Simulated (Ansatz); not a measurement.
Data:

```xyz
12
Lattice="4.1636 0.0000 0.0000 0.0000 6.7672 0.0000 0.0000 0.0000 23.4134" Properties=species:S:1:pos:R:3 pbc="T T T"
Cd     2.0818     7.0745     8.1060
S      2.0818     2.5845     7.2970
Cd     4.1636     3.2791     8.5172
S      4.1636     5.8584     8.7843
Cd     4.1636     6.6650    11.2410
S      4.1636     2.4493    10.9979
Cd     6.2453     3.2814    12.1724
S      6.2453     5.8329    12.4155
Cd     6.2453     6.6627    14.8962
S      6.2453     2.4748    14.6291
Cd     8.3271     3.6909    15.3074
S      8.3271     5.9681    16.1164
```

No spin polarisation.

Level of theory: r2SCAN (Ansatz, a program for electronic structure), without spin-orbit coupling. k-mesh 8×5×1 (Γ-centred); smearing 0.05 eV (Fermi–Dirac). The cell is a slab with vacuum along z.

Problem. Predict the band gap, gap character and valence-band top at Γ.

Solution. 
* **Band gap**: 1.87 eV
* **Gap character**: direct at Γ
* **Valence-band top at Γ (three highest levels, from the VBM)**: 0.00, -0.14, -0.29 eV

Whether these cells are dynamically stable was not tested. The cell was made from CdS in the wurtzite structure (space group P6_3mc, No. 186) by this change: a free-standing slab of 3 layers (12 atoms, 4 a layer) is cut normal to the y axis, with 15 Å of vacuum and the in-plane cell held at bulk.
